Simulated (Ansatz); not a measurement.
**PtSe2 (model structure, started from the anatase type, I4₁/amd, No. 141, 6 atoms in the cell): equilibrium volume per atom by level of theory**

No measured value is used here.

Put these levels in order of the equilibrium volume per atom that they give for PtSe2 (model structure, started from the anatase type, I4₁/amd, No. 141, 6 atoms in the cell), smallest first: PBE (Ansatz, a quantum-chemistry and plane-wave program), PBE-D3(BJ) (Ansatz), PBEsol (Ansatz).

PBE-D3(BJ) (23.40 Å³/atom), PBEsol (24.49 Å³/atom), PBE (25.69 Å³/atom)

Density-functional levels without +SOC have no spin–orbit coupling. Ansatz's density-functional and Hartree–Fock values are scalar-relativistic unless marked +SOC, with PAW data made under PBE.

A model structure was made by putting elements into a prototype or built by hand; it is no filed structure, need not be a known phase, and can be a saddle point held by its symmetry.
